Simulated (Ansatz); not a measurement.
The starting structures come from a database of crystals and need not be the phases stable at ambient conditions.

By PBEsol, the system below comes out a metal.

Given:

```
AlSc
1.0
    3.37035     0.00000     0.00000
    0.00000     4.76639     0.00000
    0.00000     2.38320     2.38320
Sc Al
1 1
Direct
  0.50000   0.50000   0.00000
  0.00000   0.00000   0.00000
```

The cell is taken as given; by PBEsol it stands under a pressure of -1.8 GPa.

The current flows along the normal of the first two printed cell vectors, the (110) plane of the conventional cell. No spin-orbit coupling; the value is a mean over 0.1 eV about the Fermi level.

Problem. Give the ballistic conductance per area that PBEsol run with Ansatz (an electronic-structure program) yields.

Solution. 0.38 × 10¹⁵ S/m² for both spins.
